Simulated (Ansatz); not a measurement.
Results of PBEsol+SOC in Ansatz (PAW) for cubic perovskite CsCdCl3.

Numerical settings: plane-wave cutoff 520 eV, 8×8×8 k mesh, Fermi–Dirac smearing 0.01 eV, PAW data made under PBE.

Properties against volume:

```json
[
 {"V (Å³/atom)": "26.469", "P (GPa)": "2.57", "direct gap at Γ (eV)": "2.472", "smallest gap on the k mesh (eV)": "1.766"},
 {"V (Å³/atom)": "27.032", "P (GPa)": "1.61", "direct gap at Γ (eV)": "2.382", "smallest gap on the k mesh (eV)": "1.736"},
 {"V (Å³/atom)": "27.595", "P (GPa)": "0.75", "direct gap at Γ (eV)": "2.294", "smallest gap on the k mesh (eV)": "1.706"},
 {"V (Å³/atom)": "28.158", "P (GPa)": "0.00", "direct gap at Γ (eV)": "2.210", "smallest gap on the k mesh (eV)": "1.675"},
 {"V (Å³/atom)": "28.721", "P (GPa)": "-0.67", "direct gap at Γ (eV)": "2.127", "smallest gap on the k mesh (eV)": "1.643"},
 {"V (Å³/atom)": "29.284", "P (GPa)": "-1.26", "direct gap at Γ (eV)": "2.048", "smallest gap on the k mesh (eV)": "1.610"},
 {"V (Å³/atom)": "29.847", "P (GPa)": "-1.79", "direct gap at Γ (eV)": "1.970", "smallest gap on the k mesh (eV)": "1.577"}
]
```

The fundamental gap (1.67 eV at the equilibrium volume, with added k points) lies elsewhere than Γ–Γ.

Ansatz is a first-principles code.
